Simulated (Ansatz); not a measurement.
# TiC under a change: biaxial strain −1.50 %, plane normal [001], relaxed out of plane

Start from TiC in the rock salt structure (space group Fm-3m, No. 225; a = 4.2934 Å; relaxed with 0.1 eV smearing). Axes: x, y, z lie along the cube axes.

Now apply this change: compressive biaxial strain of 1.50 % in the plane normal to [001], as in epitaxy on a mismatched substrate; the out-of-plane cell vector and the atoms relax.

All numbers come from PBEsol (Ansatz, an electronic-structure program, PAW, without spin-orbit coupling). Γ-centred 23×23×23 mesh, Fermi–Dirac width 0.1 eV.

```tsv
quantity	base	changed	shift
volume per atom	9.89 Å³	9.66 Å³	-0.23 Å³
space group	Fm-3m (No. 225)	I4/mmm (No. 139)	–
shortest interatomic distance	2.147 Å	2.114 Å	-0.0322 Å
energy relative to the base (free energy F)	0 meV/atom	+9.1 meV/atom	+9.1 meV/atom
pressure (mean of the normal stresses, compression positive)	0.0 GPa	6.8 GPa	+6.8 GPa
band gap	zero	zero	–
out-of-plane strain	–	+0.69 %	–
ratio −ε⊥/ε∥	–	0.46	–
mean in-plane stress (compression positive)	–	+10.2 GPa	–
```

Final structure (turned so that z lies along the plane normal):

```xyz
2
Lattice="2.9903 0.0000 0.0000 0.0000 2.9903 0.0000 1.4952 -1.4952 2.1615" Properties=species:S:1:pos:R:3 pbc="T T T"
Ti     0.0000     0.0000     0.0000
C      1.4952     1.4952     0.0000
```

Whether these cells are dynamically stable was not tested. The final runs are not spin-polarised.
